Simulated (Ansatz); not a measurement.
```yaml
crystal:
  lattice:
    - [0.00000, 2.70104, 2.70104]
    - [2.70104, 0.00000, 2.70104]
    - [2.70104, 2.70104, 0.00000]
  atoms:
    - { symbol: Si, position: [0.00000, 0.00000, 0.00000] }
    - { symbol: Si, position: [0.25000, 0.25000, 0.25000] }
```

The cell is fixed at its relaxed static size. Melting and transitions to other phases are not modelled. An odd repeat of the supercell leaves out some zone-boundary points, where instabilities often lie.

Is this phase dynamically stable in the harmonic approximation, and at 300, 1000 K by the stochastic self-consistent harmonic approximation in a 3×3×3 supercell, LDA in Ansatz (a quantum-chemistry and plane-wave program)? Give the softest mode in each case.

Harmonic: softest mode 100 cm⁻¹ at q = (0.00, 0.00, 0.33), so stable at the wave vectors of the supercell. 300 K: stable, softest second derivative of the free energy 98 cm⁻¹ (error under 1) at q = (0.00, 0.00, 0.33), at 0.5 GPa in this cell. 1000 K: stable, softest second derivative of the free energy 93 cm⁻¹ (error under 1) at q = (0.00, 0.00, 0.33), at 0.9 GPa in this cell. The verdict is statistical, holds for these wave vectors and this fixed cell alone, and errs towards stability where frames are few. Wave vectors are fractions of the primitive cell's reciprocal vectors.
